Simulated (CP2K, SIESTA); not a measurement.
A SIESTA input for a self-consistent single point of AgBr (Fm-3m, 2 atoms in the cell) (DFT, GGA PBE, numerical atomic orbitals DZP, PseudoDojo PBE standard norm-conserving potentials (rewritten from UPF to PSML)):

```
# files in the folder: Ag.psml Br.psml (PseudoDojo PBE standard)
SystemName  AgBr
SystemLabel AgBr

NumberOfAtoms                2
NumberOfSpecies              2
%block ChemicalSpeciesLabel
  1 47 Ag
  2 35 Br
%endblock ChemicalSpeciesLabel
LatticeConstant              1.0 Bohr
%block LatticeVectors
     0.000000000    5.406984543    5.406984543
     5.406984543    0.000000000    5.406984543
     5.406984543    5.406984543    0.000000000
%endblock LatticeVectors
AtomicCoordinatesFormat      ScaledCartesian
%block AtomicCoordinatesAndAtomicSpecies
     0.000000000    0.000000000    0.000000000  1
     5.406984543    5.406984543    5.406984543  2
%endblock AtomicCoordinatesAndAtomicSpecies

XC.functional                GGA
XC.authors                   PBE
PAO.BasisSize                DZP
PAO.EnergyShift              0.01 Ry
MeshCutoff                   400 Ry
%block kgrid.MonkhorstPack
    8   0   0  0.0
    0   8   0  0.0
    0   0   8  0.0
%endblock kgrid.MonkhorstPack
OccupationFunction           FD
ElectronicTemperature        10 K

MaxSCFIterations             150
SCF.Mixer.Method             Pulay
SCF.Mixer.Weight             0.2
SCF.Mixer.History            8
SCF.DM.Tolerance             1.0E-04
Diag.ParallelOverK           true
WriteForces                  true
```

**Question.** Translate this input to CP2K.

**Answer.** This is the input that was run; spellings and numerical settings could be chosen otherwise.

```
&GLOBAL
  PROJECT run
  RUN_TYPE ENERGY_FORCE
  PRINT_LEVEL MEDIUM
&END GLOBAL
&FORCE_EVAL
  METHOD Quickstep
  STRESS_TENSOR ANALYTICAL
  &DFT
    BASIS_SET_FILE_NAME BASIS_MOLOPT
    POTENTIAL_FILE_NAME GTH_POTENTIALS
    &QS
      METHOD GPW
      EPS_DEFAULT 1E-10
    &END QS
    &MGRID
      CUTOFF 500
      REL_CUTOFF 40
      NGRIDS 5
    &END MGRID
    &SCF
      SCF_GUESS ATOMIC
      EPS_SCF 1E-7
      MAX_SCF 100
      ADDED_MOS 4
      &DIAGONALIZATION
        ALGORITHM STANDARD
      &END DIAGONALIZATION
      &MIXING
        METHOD BROYDEN_MIXING
        ALPHA 0.3
        NBUFFER 10
        BETA 1.5
      &END MIXING
    &END SCF
    &KPOINTS
      SCHEME MONKHORST-PACK 8 8 8
      GAMMA_CENTERED T
    &END KPOINTS
    &XC
      &XC_FUNCTIONAL PBE
      &END XC_FUNCTIONAL
    &END XC
    &PRINT
      &MO
        EIGENVALUES T
        OCCUPATION_NUMBERS T
        NDIGITS 8
        FILENAME mo
        &EACH
          QS_SCF 0
        &END EACH
        ADD_LAST NUMERIC
      &END MO
      &MULLIKEN ON
      &END MULLIKEN
    &END PRINT
  &END DFT
  &SUBSYS
    &CELL
      A 4.04642300 0.00000000 0.00000000
      B 2.02321100 3.50430500 0.00000000
      C 2.02321100 1.16810200 3.30389000
      PERIODIC XYZ
    &END CELL
    &COORD
      Ag       0.00000000     0.00000000     0.00000000
      Br       4.04642250     2.33620350     1.65194500
    &END COORD
    &KIND Ag
      BASIS_SET DZVP-MOLOPT-SR-GTH-q11
      POTENTIAL GTH-PBE-q11
    &END KIND
    &KIND Br
      BASIS_SET DZVP-MOLOPT-SR-GTH-q7
      POTENTIAL GTH-PBE-q7
    &END KIND
  &END SUBSYS
  &PRINT
    &FORCES ON
    &END FORCES
    &STRESS_TENSOR ON
    &END STRESS_TENSOR
  &END PRINT
&END FORCE_EVAL
```

Basis settings and potentials, where a program has them, do not carry over. This input uses DFT PBE, GPW, DZVP-MOLOPT-SR-GTH basis, GTH-PBE potentials (GTH_POTENTIALS). Both were run: pressure 0.21 GPa in SIESTA and 3.70 in CP2K; gap on the mesh 0.968 eV in SIESTA and 0.673 in CP2K.

On SIESTA: the starting cell comes from a database of computed structures (which also holds hypothetical and non-ambient phases and stackings), without a prior relaxation at this level. Its lattice was rescaled by a random factor within 2.5 % of one. For this run, on top of that: lattice scaled by 0.98. Values carry the incompleteness of an atom-centred basis.

On CP2K: the starting cell comes from a database of computed structures (which also holds hypothetical and non-ambient phases and stackings), without a prior relaxation at this level. Its lattice was rescaled by a random factor within 2.5 % of one. For this run, on top of that: lattice scaled by 0.98. Values carry the incompleteness of an atom-centred basis. With a pressure of about 4 GPa the cell is away from its equilibrium volume at this level.
